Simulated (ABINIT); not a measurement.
Input and output of a self-consistent single point for PbO2 (P4_2/mnm, 6 atoms in the cell) (ABINIT).

Computed with PBE, norm-conserving pseudopotentials (PseudoDojo nc-sr-05 PBE standard) (plane waves; ABINIT).

The change in words: lattice scaled by 0.98. Reference geometry:
```xyz
6
Lattice="5.0629 0.0000 0.0000 0.0000 5.0629 0.0000 0.0000 0.0000 3.4554" Properties=species:S:1:pos:R:3 pbc="T T T"
Pb     0.0000     0.0000     0.0000
Pb     2.5314     2.5314     1.7277
O      1.5565     1.5565     0.0000
O      3.5064     3.5064     0.0000
O      0.9750     4.0879     1.7277
O      4.0879     0.9750     1.7277
```

Reference input (self-consistent single point, DFT, PBE, plane waves, norm-conserving pseudopotentials (PseudoDojo nc-sr-05 PBE standard)): pseudos = [Pb.upf, O.upf]; ecut = 42 Ha; ixc = 11; occopt = 7; tsmear = 0.00734986 Ha; ngkpt = 5 5 7; nshiftk = 1; shiftk = 0 0 0; potentials = PseudoDojo nc-sr-05 PBE standard; nband = 34; kptopt = 1; nstep = 50. This run's input differs from it in these lines:

```diff
@@ -3,3 +3,3 @@
 pseudos "Pb.upf, O.upf"
-acell 5.0628910000 5.0628910000 3.4553620000 Angstrom
+acell 4.9616330000 4.9616330000 3.3862550000 Angstrom
 rprim
```

The program printed (abridged):

```
--- !BeginCycle
solver: {iscf: 7, nstep: 50, nline: 4, wfoptalg: 0, }
tolerances: {tolvrs: 1.00E-10, }
...

     iter   Etot(hartree)      deltaE(h)  residm     vres2
 ETOT  1  -204.89284415491    -2.049E+02 4.047E-01 1.015E+03
 ETOT  2  -205.62001754095    -7.272E-01 3.084E-02 5.322E+02
 ETOT  3  -205.75889309037    -1.389E-01 3.373E-02 4.750E+01
 ETOT  4  -205.77072453999    -1.183E-02 8.069E-03 8.515E-01
 ETOT  5  -205.77087509954    -1.506E-04 3.228E-03 6.963E-02
   [... 2 lines left out ...]
 ETOT  8  -205.77088820397    -2.547E-08 2.466E-03 3.678E-06
 ETOT  9  -205.77088820460    -6.302E-10 1.814E-03 1.737E-07
 ETOT 10  -205.77088820463    -2.822E-11 1.958E-03 2.975E-09
 ETOT 11  -205.77088820463    -6.821E-13 1.267E-03 8.042E-11
 At SCF step   11       vres2   =  8.04E-11 < tolvrs=  1.00E-10 =>converged.

 Cartesian components of stress tensor (hartree/bohr^3)
  sigma(1 1)= -2.61722383E-04  sigma(3 2)=  0.00000000E+00
  sigma(2 2)= -2.61722383E-04  sigma(3 1)=  0.00000000E+00
  sigma(3 3)= -3.31587877E-04  sigma(2 1)=  0.00000000E+00

 ----iterations are completed or convergence reached----

 reduced coordinates (array xred) for    6 atoms
       0.000000000000      0.000000000000      0.000000000000
       0.500000000000      0.500000000000      0.500000000000
       0.307430000000      0.307430000000      0.000000000000
       0.692570000000      0.692570000000      0.000000000000
       0.192570000000      0.807430000000      0.500000000000
       0.807430000000      0.192570000000      0.500000000000
 cartesian forces (eV/Angstrom) at end:
   [... lines left out ...]
 Fermi (or HOMO) energy (eV) =   3.93843   Average Vxc (eV)= -10.95970
   [... lines left out ...]
total_energy        : -2.05770888204631E+02
total_energy_eV     : -5.59931062614937E+03
band_energy         : -1.10478134186862E+01
...

-Cartesian components of stress tensor (GPa)         [Pressure=  8.3853E+00 GPa]
- sigma(1 1)= -7.70013706E+00  sigma(3 2)=  0.00000000E+00
- sigma(2 2)= -7.70013706E+00  sigma(3 1)=  0.00000000E+00
- sigma(3 3)= -9.75565052E+00  sigma(2 1)=  0.00000000E+00

 Calculation completed.
```

The run converged in 11 iterations. Against the reference run the free energy rises by 21.2 meV/atom, the pressure goes from -0.12 to 8.39 GPa and the largest force goes from 0.053 to 0.081 eV/Å.

The starting cell comes from a database of computed structures (which also holds hypothetical and non-ambient phases and stackings), without a prior relaxation at this level. Its lattice was rescaled by a random factor within 2.5 % of one. For this run, on top of that: lattice scaled by 0.98. With a pressure of about 8 GPa the cell is away from its equilibrium volume at this level. The run gives no clean gap (levels at the Fermi energy touch, overlap or are partly filled at this smearing), which alone does not show that the compound is a metal.

Cost on one core of a shared machine: roughly 7 min.
